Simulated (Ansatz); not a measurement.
The reference is BP in the zinc blende structure (space group F-43m, No. 216; a = 4.491 Å). Axes: x, y, z lie along the cube axes.

Calculations: LDA (Ansatz, an electronic-structure program, PAW, spin-orbit coupling left out).

The change: uniaxial strain ε_zz = +2.00 %, all other strain components held at zero, atoms relaxed at fixed cell.

Question: Predict the stress tensor and what it implies for the stiffness.

Answer: Stress of the strained cell less that of the base (GPa, compression positive):
```
  -1.53    0.00    0.00
   0.00   -1.53    0.00
   0.00    0.00   -7.01
```

Then −Δσ_ii/ε with ε = 0.0200 gives secant stiffness values (nonlinear terms included at this strain): C33 ≈ 351 GPa, C13 ≈ 76 GPa and C23 ≈ 76 GPa.

As a check, the harmonic strain energy −½ V₀ Δσ:ε is 5.0 meV/atom; the computed energy rise is 5.0 meV/atom.

No phonon test of stability was made.
